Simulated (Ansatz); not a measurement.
# ZnSe (model structure, started from the BN type, Pm-3n, No. 223, 12 atoms in the cell)

These are r²SCAN (Ansatz, a quantum-chemistry and plane-wave program, plane waves, PAW) values and carry that method's errors.

Run with plane-wave cutoff 560 eV, 6×6×6 k mesh, Fermi–Dirac smearing 0.01 eV, scalar-relativistic PAW data made under PBE.

Cell (relaxed at this level):

```xyz
12
Lattice="6.9831 0.0000 0.0000 0.0000 6.9831 0.0000 0.0000 0.0000 6.9831" Properties=species:S:1:pos:R:3 pbc="T T T"
Zn     1.7458     0.0000     3.4916
Zn     3.4916     1.7458     0.0000
Zn     3.4916     5.2373     0.0000
Zn     5.2373     0.0000     3.4916
Zn     0.0000     3.4916     5.2373
Zn     0.0000     3.4916     1.7458
Se     1.7458     3.4916     0.0000
Se     0.0000     1.7458     3.4916
Se     0.0000     5.2373     3.4916
Se     5.2373     3.4916     0.0000
Se     3.4916     0.0000     5.2373
Se     3.4916     0.0000     1.7458
```

| Item | Result |
|---|---|
| band gap | 1.78 eV (direct) |

Note: the relaxation could raise the start's symmetry but not lower it, so the cell can be a saddle point.

Spin–orbit coupling is not included.

The computed numbers hold no vibrational or temperature effects.

Cost on a shared machine: roughly 70 core-seconds.

A model structure was made by putting elements into a prototype or built by hand; it is no filed structure, need not be a known phase, and can be a saddle point held by its symmetry.
